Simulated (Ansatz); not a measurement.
The starting structures come from a database of crystals and need not be the phases stable at ambient conditions.

Tunnelling through a barrier is set by its complex band structure: the current falls as exp(−2κd) with the smallest κ.

Given:

```
K2S
1.0
    5.24240     0.00000     0.00000
    0.00000     7.41388     0.00000
    2.62120     3.70694     2.62120
K S
2 1
Direct
  0.50000   0.75000   0.00000
  0.50000   0.25000   0.00000
  0.00000   0.00000   0.00000
```

Space group of this cell: Fm-3m, anti-fluorite. The cell is taken as given; by PBEsol its mean pressure is -0.6 GPa.

Transport runs along the normal of the first two printed cell vectors, the (110) plane of the conventional cell.

No gap correction and no spin-orbit coupling; mid-gap values are interpolated between computed energies.

Predict the band gap and the smallest decay constant κ at mid-gap from PBEsol in Ansatz (a first-principles code).

Gap 2.27 eV on a 12×12×12 mesh; κ = 0.266 1/Å, at the zone centre.
